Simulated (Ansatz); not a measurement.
Cost and result by functional for the adsorption energy of Br on the 1x1 (0001) surface of hcp Ru, one in a 2x2 cell, started at the site 'hollow Ru-Ru-Ru', in Ansatz (plane waves, PAW). Single points on the PBE structure, on one kind of machine; costs are rough ratios of the slab run's core time (references not counted) to the cheapest single point. r2SCAN's cost holds its higher cutoff (500 against 420 eV). Differences are taken against r2SCAN for comparison alone: no measured value is at hand, so the table doesn't rank accuracy.

Model: 17-atom slab, 6.3 Å thick at the start under the adsorbate (thin: gaps and levels are the slab's own), 6x6x1 mesh, Fermi-Dirac 0.1 eV, dipole correction, 8 atoms held, the rest relaxed; held to the start's symmetry, so lower structures may exist; no spin, no spin-orbit, no U, no dispersion correction. At the end it is bonded to 3 Ru. In PBE it is, or lies within 0.03 eV of, the lowest of the starts that converged. These notes are the PBE run's. Adsorption energies are against ½ Br2(g). A negative adsorption energy means that the adsorbate is more stable on the surface than in its reference.

| functional | relative cost | adsorption energy (eV) | less r2SCAN (eV) |
|---|---|---|---|
| RPBE | 1 | -1.97 | 0.60 |
| r2SCAN | 2 | -2.57 | 0.00 |
| PBE (the relaxed run's value) | – | -2.25 | 0.32 |

The values span 0.60 eV, while the single points' costs differ by a factor of roughly 2. Differences are of unrounded values.

Ansatz is a first-principles code.
